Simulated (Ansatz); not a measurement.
# hcp Y (0 0 1) on wurtzite AlN (0 0 1) (film strained to the substrate, started from cuts of the bulks and a machine-learned relaxation; slabs Al24N24 and Y12, which can lie off the formulas)

A periodic stack without vacuum, hcp Y (0 0 1) on wurtzite AlN (0 0 1) (film strained to the substrate, started from cuts of the bulks and a machine-learned relaxation; slabs Al24N24 and Y12, which can lie off the formulas): substrate slab Al24N24, film Y12, surface cells [[0, 2], [-2, 0]] and [[-2, -1], [-1, -2]], film strained by -1.2 and -1.2 %, outermost planes Al/N and Y/Y as cut, which need not be the usual terminations and can put a slab off its formula.

The start was prepared with a machine-learned potential, and the result is one local minimum, with the in-plane cell held and forces under 0.04 eV/Å; the film can end far from its bulk form.

Computed with PBE (plane waves to 420 eV, PAW; Ansatz, an electronic-structure program). Scalar-relativistic, without spin–orbit coupling; the runs are not spin-polarised; PBE gaps are too small against experiment. Its k-point mesh 5×5×1, Fermi–Dirac width 0.05 eV.

The interface area is 33.9 Å² and the period comes out as 27.12 Å. The heights between the nearest atoms of the two slabs at the two interfaces is 0.78 and 2.41 Å and the Al–Y contacts across the interfaces within 1.22 times the sum of covalent radii is 21, mean 3.35 Å. The N–Y contacts across the interfaces within 1.22 times the sum of covalent radii comes out as 12, mean 2.35 Å.

```yaml
crystal:
  lattice:
    - [6.26051, -0.00001, 0.02377]
    - [3.13001, 5.42135, 0.07850]
    - [-0.15610, -0.11946, 27.12011]
  atoms:
    - { symbol: Al, position: [0.15372, 0.21377, 0.04180] }
    - { symbol: Al, position: [0.61281, 0.21000, 0.04379] }
    - { symbol: Al, position: [0.15464, 0.75579, 0.04409] }
    - { symbol: Al, position: [0.69661, 0.66965, 0.04358] }
    - { symbol: Al, position: [0.31685, 0.38147, 0.13641] }
    - { symbol: Al, position: [0.82457, 0.36806, 0.13629] }
    - { symbol: Al, position: [0.33017, 0.87652, 0.13646] }
    - { symbol: Al, position: [0.82393, 0.87489, 0.13671] }
    - { symbol: N, position: [0.15647, 0.20973, 0.11365] }
    - { symbol: N, position: [0.64773, 0.20881, 0.11429] }
    - { symbol: N, position: [0.15654, 0.71871, 0.11446] }
    - { symbol: N, position: [0.66545, 0.70059, 0.11424] }
    - { symbol: N, position: [0.32311, 0.37526, 0.20661] }
    - { symbol: N, position: [0.82571, 0.36970, 0.20653] }
    - { symbol: N, position: [0.32851, 0.87284, 0.20669] }
    - { symbol: N, position: [0.82605, 0.87227, 0.20673] }
    - { symbol: Al, position: [0.15944, 0.20543, 0.22921] }
    - { symbol: Al, position: [0.65778, 0.20482, 0.22925] }
    - { symbol: Al, position: [0.16005, 0.70685, 0.22934] }
    - { symbol: Al, position: [0.66199, 0.70270, 0.22925] }
    - { symbol: Al, position: [0.32768, 0.36889, 0.32210] }
    - { symbol: Al, position: [0.82863, 0.36618, 0.32206] }
    - { symbol: Al, position: [0.33097, 0.86928, 0.32179] }
    - { symbol: Al, position: [0.82921, 0.86760, 0.32225] }
    - { symbol: N, position: [0.16101, 0.20317, 0.29924] }
    - { symbol: N, position: [0.66025, 0.20163, 0.29941] }
    - { symbol: N, position: [0.16222, 0.70366, 0.29959] }
    - { symbol: N, position: [0.66379, 0.70040, 0.29936] }
    - { symbol: N, position: [0.32772, 0.36776, 0.39231] }
    - { symbol: N, position: [0.82942, 0.36093, 0.39217] }
    - { symbol: N, position: [0.33540, 0.86846, 0.39164] }
    - { symbol: N, position: [0.83232, 0.86374, 0.39261] }
    - { symbol: Al, position: [0.16196, 0.19920, 0.41536] }
    - { symbol: Al, position: [0.66050, 0.19648, 0.41513] }
    - { symbol: Al, position: [0.16952, 0.70277, 0.41378] }
    - { symbol: Al, position: [0.66851, 0.69190, 0.41514] }
    - { symbol: Al, position: [0.31170, 0.38424, 0.50544] }
    - { symbol: Al, position: [0.82933, 0.34268, 0.51113] }
    - { symbol: Al, position: [0.35678, 0.87123, 0.51009] }
    - { symbol: Al, position: [0.84629, 0.85026, 0.50499] }
    - { symbol: N, position: [0.15932, 0.20244, 0.48579] }
    - { symbol: N, position: [0.65254, 0.18961, 0.48613] }
    - { symbol: N, position: [0.17906, 0.70997, 0.48303] }
    - { symbol: N, position: [0.68138, 0.67844, 0.48512] }
    - { symbol: N, position: [0.17423, 0.53211, 0.58046] }
    - { symbol: N, position: [0.80526, 0.27963, 0.57987] }
    - { symbol: N, position: [0.42638, 0.91388, 0.57776] }
    - { symbol: N, position: [0.94973, 0.75952, 0.57088] }
    - { symbol: Y, position: [0.11631, 0.93196, 0.61603] }
    - { symbol: Y, position: [0.77481, 0.59578, 0.61614] }
    - { symbol: Y, position: [0.49170, 0.21761, 0.60930] }
    - { symbol: Y, position: [0.80706, 0.23164, 0.74152] }
    - { symbol: Y, position: [0.47556, 0.90092, 0.74162] }
    - { symbol: Y, position: [0.14497, 0.56243, 0.73907] }
    - { symbol: Y, position: [0.14572, 0.89218, 0.84553] }
    - { symbol: Y, position: [0.81516, 0.55903, 0.84552] }
    - { symbol: Y, position: [0.47748, 0.22872, 0.84532] }
    - { symbol: Y, position: [0.83355, 0.22372, 0.95265] }
    - { symbol: Y, position: [0.46491, 0.90677, 0.95246] }
    - { symbol: Y, position: [0.14955, 0.53632, 0.95283] }
```
